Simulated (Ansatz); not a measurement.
System: LiNbO3 (R-3c, No. 167, 10 atoms in the cell; start COD 2101178; high-temperature phase). Method: r²SCAN (plane waves, PAW; Ansatz, an electronic-structure program).

Numerical settings: plane-wave cutoff 560 eV, 8×8×8 k mesh, Fermi–Dirac smearing 0.01 eV, no spin polarisation, scalar-relativistic PAW data made under PBE.

Cell (relaxed at this level):

```
CELL_PARAMETERS angstrom
      2.59225     1.49663     4.56315
     -2.59225     1.49663     4.56315
      0.00000    -2.99327     4.56315
ATOMIC_POSITIONS crystal
  Li 0.25000 0.25000 0.25000
  Li 0.75000 0.75000 0.75000
  Nb 0.00000 0.00000 0.00000
  Nb 0.50000 0.50000 0.50000
  O  0.12841 0.37159 0.75000
  O  0.75000 0.12841 0.37159
  O  0.37159 0.75000 0.12841
  O  0.87159 0.62841 0.25000
  O  0.25000 0.87159 0.62841
  O  0.62841 0.25000 0.87159
```

**Question.** Predict the band gap.

**Answer.** 
- band gap = 2.99 eV (on the SCF k mesh)

Note: the relaxation could not lower the start's symmetry, so the cell can be a saddle point above a distorted one.

Spin–orbit coupling is not included.

Static lattice: no zero-point or thermal effects.
